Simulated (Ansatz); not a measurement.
The reference is Be in the hcp (Mg type) structure (space group P6_3/mmc, No. 194; a = 2.255 Å, c = 3.558 Å; relaxed with 0.1 eV smearing). Axes: x lies along a and z along c of the hexagonal cell.

Calculations: Kohn–Sham DFT with the PBEsol functional, run in Ansatz (an electronic-structure program) with PAW and 420 eV plane waves, no spin-orbit coupling.

One thing is altered: uniaxial strain ε_zz = +2.50 %, all other strain components held at zero; the atoms relax in the strained cell.

**Question.** Predict the new stress.

**Answer.** The stress (xx, yy, zz, yz, xz, xy; compression positive) comes out as (-0.1, -0.1, -9.1, 0.0, 0.0, 0.0) GPa.

Whether these cells are dynamically stable was not tested.
